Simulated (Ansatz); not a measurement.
Hypothetical diamond Mg, response to strain

Consider Mg in the diamond structure (space group Fd-3m, No. 227; a = 6.870 Å; a hypothetical phase, not in the database extracts checked; relaxed with 0.1 eV smearing). Axes: x, y, z lie along the cube axes.

Strains are applied to the cell and any free atomic positions relax.

Levels (all Ansatz, a first-principles code, PAW): PBE (420 eV, no spin-orbit coupling); PBEsol (420 eV, scalar-relativistic without spin-orbit coupling).

The base cell above is that of PBE; each level relaxes its own structures.

| case | pressure, PBE | pressure, PBEsol |
|---|---|---|
| isotropic strain −2.15 % | 0.8 GPa | 0.9 GPa |
| isotropic strain +1.24 % | -0.4 GPa | -0.4 GPa |
| isotropic strain +3.23 % | -0.8 GPa | -0.9 GPa |
| uniaxial strain ε_zz = +5.56 % | -0.5 GPa | -0.6 GPa |

The two levels differ by at most about 0.1 GPa. They put the cases in the same order.

No phonon test of stability was made.
